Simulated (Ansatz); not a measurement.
Input:

```yaml
crystal:
  lattice:
    - [4.41719, 0.00000, 0.00000]
    - [-2.20860, 3.82540, 0.00000]
    - [0.00000, 0.00000, 6.84998]
  atoms:
    - { symbol: Cd, position: [0.33333, 0.66667, 0.99409] }
    - { symbol: Cd, position: [0.66667, 0.33333, 0.49409] }
    - { symbol: Se, position: [0.33333, 0.66667, 0.38091] }
    - { symbol: Se, position: [0.66667, 0.33333, 0.88091] }
```

Calculation: r2SCAN with spin-orbit coupling, rigid bands (plane waves, PAW; Ansatz, a quantum-chemistry and plane-wave program). Condition of this run: biaxial stress in the c plane of -2.1 GPa (compression positive) (the target of the relaxation). How the cell was made: cell and atoms relaxed with PBEsol, then loaded as said.

Task: Predict the electron conductivity mass (n e² τ/σ) at 300 K, by direction if it differs.

Result: 0.109 (x), 0.109 (y), 0.104 (z) mₑ.

Task: What conductivity effective mass do dilute holes have at 300 K?

Result: 1.27 (x), 1.27 (y), 0.35 (z) mₑ.

Task: And the band gap?

Result: 0.96 eV at this level; semilocal functionals usually fall short of the measured gap.

Rigid bands, one relaxation time for all states, no polarons. Geometry: cell and atoms relaxed with PBEsol.
